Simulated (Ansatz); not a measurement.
CsCl-type CuZn was calculated with r²SCAN in Ansatz (plane waves, PAW).

Total energies, extrapolated to zero smearing (they compare only within this program, potentials and cutoff):

```tsv
system	energy (eV/atom)
CsCl-type CuZn, relaxed	-4978.5632
hcp Zn	-3325.6721
fcc Cu	-6631.2390
```

Q: Work out the formation enthalpy per atom.

A: ΔH_f ≈ ΔE = -4978.5632 − [1 × (-3325.6721) + 1 × (-6631.2390)]/2 = -0.108 eV/atom (0 K, no vibrations). The reference value is -0.124 eV/atom (measured, temperature not stated, no zero-point or thermal correction; as tabulated in Nepal et al. (2020), arXiv:2007.11150), a difference of +0.016 eV/atom.

The PAW data were made under PBE.

Ansatz is a quantum-chemistry and plane-wave program.
